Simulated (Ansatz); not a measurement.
System: interstitial H in fcc Cu (neutral cell). Level of theory: PBE, PAW (plane waves to 420 eV; Ansatz, a quantum-chemistry and plane-wave program).

Cell of 32 host sites held at the relaxed PBE lattice; a 2×2×2 k-point mesh shifted by half a step; Fermi-Dirac width 0.10 eV, spin-restricted; finite-size errors left in. No zero-point or tunnelling terms. Sites that were not tried may lie lower.

Barriers: single points on a 4×4×4 k-point mesh shifted by half a step at the bands' geometries (they differ from the bands' own by up to 0.07 eV, and are uncertain by about as much).

The step: a direct jump of one H atom; the atom moves 1.57 Å along (0.25, -0.25, -0.25) of the unit cell; the moving atom starts with neighbours 6 Cu at 1.86 Å and ends with 4 Cu at 1.66 Å.

### Question
Give the migration barrier of this step at the level PBE, PAW.

### Answer
0.31 eV forward and 0.15 eV backward. At the saddle the moving atom has neighbours 3 Cu at 1.62, Cu at 2.10 Å. The saddle point's order was not checked, and it lies on a symmetry element of the cell, where a band can be held.
